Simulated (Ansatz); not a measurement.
## Effect of isotropic strain −1.80 % on CsSnI3

The reference is CsSnI₃ in the cubic perovskite structure (space group Pm-3m, No. 221; a = 6.271 Å).

Perturbation: an isotropic linear strain of −1.80 %, atoms relaxed at fixed cell.

Calculations: PBE (Ansatz, a quantum-chemistry and plane-wave program, PAW, no SOC). Settings: 6×6×6 k-points, 0.05 eV Fermi–Dirac smearing.

Volume per atom: 46.71 Å³ (base 49.33 Å³)
Space group: Pm-3m (No. 221) (base Pm-3m (No. 221))
Shortest interatomic distance: 307.9 pm (base 313.6 pm)
Energy relative to the base (free energy F): +9.4 meV/atom
Pressure: 10.9 kbar (base 1.1 kbar)
Band gap: 0.21 eV (base 0.45 eV)
Gap character: direct at R (base direct at R)
Mean gap deformation potential ΔEg/Δln V: +4.4 eV

Final structure:

```xyz
5
Lattice="6.1584 0.0000 0.0000 0.0000 6.1584 0.0000 0.0000 0.0000 6.1584" Properties=species:S:1:pos:R:3 pbc="T T T"
Cs     0.0000     0.0000     0.0000
Sn     3.0792     3.0792     3.0792
I      3.0792     0.0000     3.0792
I      0.0000     3.0792     3.0792
I      3.0792     3.0792     0.0000
```

Cost of the whole job for the changed cell (relaxation, final SCF and bands): very roughly 80 core-seconds.

Spin-orbit coupling, missing from the scalar runs, can matter with I. Whether these cells are dynamically stable was not tested. Many cubic perovskites are stable only at high temperature; tilts and polar distortions were not tested. A zero or small gap of CsSnI3 under isotropic strain −1.80 % can be the functional's error rather than a property of the material.
